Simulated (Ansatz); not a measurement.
Base system: BeSe in the zinc blende structure (space group F-43m, No. 216; a = 5.082 Å). Axes: x, y, z lie along the cube axes.

Level of theory: Ansatz (a first-principles code), LDA, PAW, cutoff 420 eV, scalar-relativistic without spin-orbit coupling.

It is then changed as follows: uniaxial strain ε_zz = +0.50 %, all other strain components held at zero, atoms relaxed at fixed cell.

Question: Predict the stress tensor and what it implies for the stiffness.

Answer: Stress of the strained cell less that of the base (GPa, compression positive):
```
  -0.28    0.00    0.00
   0.00   -0.28    0.00
   0.00    0.00   -0.69
```

Then −Δσ_ii/ε with ε = 0.0050 gives relaxed-ion elastic constants: C33 ≈ 138 GPa, C13 ≈ 56 GPa and C23 ≈ 56 GPa.

Stability against distortions was not tested.
